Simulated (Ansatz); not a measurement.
Start from PbS in the zinc blende structure (space group F-43m, No. 216; a = 6.543 Å; a hypothetical phase, not in the database extracts checked).

The change: a hydrostatic pressure of 1.5 GPa.

Levels (all Ansatz, a first-principles code, PAW): PBEsol (420 eV, spin-orbit coupling left out); PBEsol+SOC (420 eV, spin-orbit coupling included).

The geometry is relaxed with PBEsol.

| Item | Value |
|---|---|
| PBEsol electron mass | 1.7 mₑ along k, 0.35 mₑ across (at X) |
| PBEsol pressure | 1.49 GPa |
| PBEsol band gap | 0.53 eV |
| PBEsol smallest direct gap | 1.09 eV |

With PBEsol+SOC at the same geometry, the electron mass becomes 2.0 mₑ along k, 0.37 mₑ across (at X) (PBEsol: 1.7 mₑ along k, 0.35 mₑ across (at X)); the pressure drops by 0.14 GPa, from 1.49 GPa to 1.35 GPa; the band gap shrinks by 0.075 eV to 0.45 eV; the smallest direct gap falls by 0.10 eV, from 1.09 eV to 0.99 eV.

Single points use the geometry relaxed with PBEsol. The spin-orbit shifts are approximate. Spin-orbit coupling, missing from the scalar runs, can matter with Pb. Load acts through the strain it causes; cell and atoms are relaxed under it. Effective masses come from finite differences of ±0.01 Å⁻¹. Along k means along the line from Γ to the band edge. No phonon test of stability was made.
